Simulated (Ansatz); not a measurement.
Data:

End structure of the (21-31) surface of hcp Os in its 1x1 cell, outermost plane spacing 0.15 Å in the ideal cut:

```
CELL_PARAMETERS angstrom
      5.14565     0.00000     0.00000
     -1.46012     6.28629     0.00000
      0.00000     0.00000    26.00000
ATOMIC_POSITIONS crystal
  Os 0.75136 0.48456 0.31651
  Os 0.63982 0.86344 0.32130
  Os 0.11966 0.81516 0.34566
  Os 0.01649 0.20128 0.35181
  Os 0.50812 0.16453 0.37819
  Os 0.40841 0.54626 0.38236
  Os 0.90063 0.50608 0.41183
  Os 0.79173 0.89748 0.41746
  Os 0.27891 0.84437 0.44633
  Os 0.17411 0.23622 0.45230
  Os 0.66018 0.18676 0.48003
  Os 0.55905 0.57731 0.48541
  Os 0.04486 0.53163 0.51459
  Os 0.94372 0.92218 0.51997
  Os 0.42979 0.87272 0.54770
  Os 0.32499 0.26457 0.55367
  Os 0.81218 0.21146 0.58254
  Os 0.70328 0.60286 0.58817
  Os 0.19550 0.56269 0.61764
  Os 0.09578 0.94441 0.62181
  Os 0.58741 0.90766 0.64819
  Os 0.48425 0.29378 0.65434
  Os 0.96408 0.24550 0.67870
  Os 0.85255 0.62438 0.68349
```

Model: 24-atom slab, 9.9 Å thick at the start (thin: gaps and levels are the slab's own), 8x6x1 mesh, Fermi-Dirac 0.1 eV, dipole correction, single point; on the structure that PBE left under its start's symmetry; no spin, no spin-orbit, no U.

Estimate the surface energy (mean of both faces) that r2SCAN, at the PBE geometry in Ansatz (a quantum-chemistry and plane-wave program) returns for this input.

4.26 J/m²

Predict the work function of the top face from r2SCAN, at the PBE geometry.

4.76 eV
